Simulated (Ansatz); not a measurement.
Base system: SnTe in the rock salt structure (space group Fm-3m, No. 225; a = 6.2348 Å). Axes: x, y, z lie along the cube axes.

Structures relaxed with LDA in Ansatz (plane waves to 420 eV, PAW, no spin-orbit coupling).

Base:

Simulated powder pattern, Cu Kα1, λ = 1.54056 Å (kinematic, ideal powder, no thermal factors, no anomalous dispersion; the 8 strongest lines at most, above 2 %, up to 2θ = 90°):

```
2θ (°)  I/Imax (%)    hkl
------  ----------  -----
28.61          100  (200)
40.91           76  (220)
50.68           27  (222)
59.23           12  (400)
67.08           34  (420)
74.49           25  (422)
88.67          8.3  (440)
```

It is then changed as follows: compressive biaxial strain of 3.00 % in the plane normal to [001], as in epitaxy on a mismatched substrate; the out-of-plane cell vector and the atoms relax.

Predict the new powder pattern.


Simulated powder pattern, Cu Kα1, λ = 1.54056 Å (kinematic, ideal powder, no thermal factors, no anomalous dispersion; the 8 strongest lines at most, above 2 %, up to 2θ = 90°):

```
2θ (°)  I/Imax (%)    hkl
------  ----------  -----
28.57           54  (002)
29.52          100  (200)
41.54           78  (202)
42.23           37  (220)
51.78           41  (222)
67.47           18  (204)
68.95           17  (402)
76.74           25  (422)
```

The indices refer to the base's conventional cell; one index is shown for lines that coincide. The space group is now I4/mmm (No. 139).

Whether these cells are dynamically stable was not tested. All final runs are without spin polarisation.

Ansatz is a quantum-chemistry and plane-wave program.
